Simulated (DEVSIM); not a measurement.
Structure: Au/La2O3/n-Si capacitor, at 450 K.

Layer 1 from the left is La2O3, thickness (nm) 8.90. Layer 2 from the left is Si, thickness (nm) 1100, Nd (cm⁻³) 2.6e17.

Metal gate on the left, work function 5.1 eV. Fixed charge at the semiconductor interface 1.2e12 cm⁻² (in units of +e); no interface traps.

Constants are typed, rounded textbook-type inputs, not results; the design itself was drawn at random and stands for no fabricated device. Values at 300 K; Nc and Nv go as T^1.5, mobilities as T to minus their exponent, the gap by Varshni's rule with the affinity fixed.

La2O3: gap (eV) 5.8, affinity (eV) 1.8, permittivity 27. Si: gap (eV) 1.124, affinity (eV) 4.05, permittivity 11.7, Nc (cm⁻³) 2.86e19, Nv (cm⁻³) 3.1e19, Varshni α (eV/K) 0.000473, Varshni β (K) 636.

DEVSIM, 1D Poisson equation in equilibrium, Boltzmann statistics, complete ionisation; no quantum confinement or tunnelling. Metal contacts follow the ideal Schottky-Mott rule: no Fermi-level pinning, no interface dipoles.

### Question
What does the simulation give for the threshold voltage (band bending 2φF), the minimum of the low-frequency capacitance, the flat-band voltage?

### Answer
threshold voltage (band bending 2φF) 0.02 V; minimum of the low-frequency capacitance 0.203 μF/cm²; flat-band voltage 0.77 V.
